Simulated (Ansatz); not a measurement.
**Question.** Name crystals whose electron conductivity mass lies between 0.185 and 0.29 mₑ and whose band gap lies between 0.45 and 0.7 eV, by PBEsol, rigid bands (Ansatz, a quantum-chemistry and plane-wave program).

**Answer.** Many crystals can fit; among those computed here:
- Si (Fd-3m): 0.28 mₑ, 0.46 eV
- CuCl (F-43m): 0.23 mₑ, 0.56 eV
- AgBr (Fm-3m): 0.188 mₑ, 0.50 eV

Masses are for dilute carriers at 300 K, harmonic means over directions unless an axis is named. Spin-orbit coupling is left out.
